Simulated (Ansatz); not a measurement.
Partial pair distribution functions of a relaxed model of amorphous Si24O51Sc2, broadened by 0.06 Å; density 2.28 g/cm³. Calculation: PBE, scalar-relativistic without spin-orbit coupling (plane waves to 420 eV, PAW; Ansatz, an electronic-structure program).

It comes from a melt-quench run on a machine-learned potential (CHGNet), relaxed afterwards by DFT. O atoms were pushed apart under 1.9 Å during the dynamics, to hinder bonds among them. The hot cell started wider than the set density and was brought back towards it in steps. It is the lowest in DFT energy of 2 quenches. It is a model cell: composition and starting density were chosen by hand, and all elements were melted together. No dispersion term was used. Its density started from a set value of 2.28 and ended at 2.28 g/cm³. The quench (nominally 320 K/ps over its main leg) was far faster than any real one, so the model tends to hold more defects than a real film. A cell of this size samples the disorder only roughly. The volume was held where the preparation left it and the shape relaxed, at a PBE pressure of -0.7 GPa (tension). Stress components on the final sampling reach 0.7 GPa.

```csv
r (Å),g Si-O,g O-Sc,g Si-Si,g O-O
1.40,0.02,0.00,0.00,0.00
1.50,1.74,0.00,0.00,0.00
1.60,14.83,0.00,0.00,0.00
1.70,9.77,0.01,0.00,0.00
1.80,0.53,0.49,0.00,0.00
1.90,0.00,4.23,0.00,0.00
2.00,0.00,6.70,0.00,0.00
2.10,0.00,2.23,0.00,0.00
2.20,0.00,1.05,0.00,0.00
2.30,0.00,0.83,0.00,0.00
2.40,0.00,0.80,0.00,0.08
2.50,0.00,1.48,0.00,1.22
2.60,0.00,0.58,0.03,4.84
2.70,0.00,0.02,0.60,5.70
2.80,0.00,0.00,1.37,2.38
2.90,0.08,0.00,1.99,0.52
3.00,0.21,0.00,4.52,0.26
3.10,0.34,0.02,4.11,0.54
3.20,0.62,0.54,2.38,0.73
3.30,0.77,1.03,0.59,0.54
3.40,0.80,0.59,0.02,0.29
3.50,1.24,0.54,0.01,0.37
3.60,1.17,0.92,0.12,0.76
3.70,1.28,0.30,0.11,0.79
3.80,1.26,0.72,0.01,0.91
3.90,1.25,0.87,0.18,0.80
4.00,1.66,0.91,0.58,0.67
4.10,1.84,1.39,0.73,0.75
4.20,2.19,0.95,0.32,0.71
4.30,1.48,0.95,0.53,0.70
4.40,1.05,1.19,1.02,0.84
4.50,0.83,1.48,0.99,0.87
4.60,0.67,1.59,0.99,1.14
4.70,0.70,1.93,1.38,1.25
4.80,0.71,1.88,1.59,1.22
4.90,0.77,1.64,1.43,1.30
5.00,0.61,1.02,1.36,1.44
```

Within 1.90 Å each Si has 4.00 O neighbours on average.
